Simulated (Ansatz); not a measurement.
# Ta2N: pressure series

Consider Ta2N (space group P-31m, No. 162; a = 5.265 Å, c = 4.911 Å; a cell from a computed database, its experimental status unchecked).

Cell and atoms are relaxed at each pressure.

Computed with Ansatz (a quantum-chemistry and plane-wave program), PBEsol, PAW, cutoff 420 eV, spin-orbit coupling left out.

```tsv
P (GPa)	V (Å³/atom)
-1.99	13.185
-0.99	13.141
0.30	13.085
0.70	13.068
1.49	13.034
3.00	12.972
5.00	12.891
7.50	12.794
10.00	12.700
```

### Question
Fit a third-order Birch–Murnaghan equation of state.

### Answer
Least squares on P(V) = (3B₀/2)[(V₀/V)^(7/3) − (V₀/V)^(5/3)]·[1 + (3/4)(B₀′ − 4)((V₀/V)^(2/3) − 1)] gives V₀ = 13.10 Å³/atom, B₀ = 303 GPa and B₀′ = 4.2.

Load acts through the strain it causes; cell and atoms are relaxed under it. Stability against distortions was not tested. Competing high-pressure phases were not computed. All final runs are without spin polarisation. An odd electron count without spin: Ta2N.
